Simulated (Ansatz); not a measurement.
Take Sc in the hcp (Mg type) structure (space group P6_3/mmc, No. 194; a = 3.3194 Å, c = 5.1664 Å) as the base. Axes: x lies along a and z along c of the hexagonal cell.

Method: PBE, PAW, 420 eV (Ansatz, a first-principles code; spin-orbit coupling left out).

Before the change:

The volume per atom is 24.65 Å³ and the pressure is 0.0 GPa.

It is then changed as follows: compressive biaxial strain of 2.29 % in the plane normal to [001], as in epitaxy on a mismatched substrate; the out-of-plane cell vector and the atoms relax.

How does this affect the volume per atom?

The volume per atom falls by 0.79 Å³ (24.65 Å³ → 23.86 Å³).

Estimate the effect on the pressure.

The pressure (mean of the normal stresses, compression positive) goes from zero to 2.0 GPa.

Without a gap, meshes like the base's 16×16×9 leave anisotropic stresses uncertain by several tenths of a GPa, and small strain energies with them. No phonon test of stability was made. The final runs are not spin-polarised.
